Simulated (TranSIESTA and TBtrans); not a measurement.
Run with TranSIESTA and TBtrans (open boundaries, self-consistent; PseudoDojo norm-conserving potentials, scalar-relativistic): Spin polarized, PAO.BasisSize DZP, PAO.EnergyShift 0.15 eV, XC.Authors PBE, Mesh.Cutoff 200 Ry, ElectronicTemperature 300 K, TS.Voltage 0.0 eV, TBT.Elecs.Eta 0.001 eV.

Device: Sn chain with one Pd atom in place of Sn. Leads: straight Sn chain, spacing 2.915 Å. Geometry: 3 atoms about the centre moved by SIESTA (PBE, DZP) to a largest force of 0.01 eV/Å, all others as built, motion along the axis alone.

Predict: conductance at 300 K (G0 = 2e²/h); thermopower (μV/K); mean T from −0.5 to 0.5 eV.

conductance at 300 K (G0 = 2e²/h): 1.61; thermopower (μV/K): -5.2; mean T from −0.5 to 0.5 eV: 1.33. Moments were seeded on the central atoms alone, and one start was tried. The straight chain is held at its spacing; free chains may zigzag or dimerise.
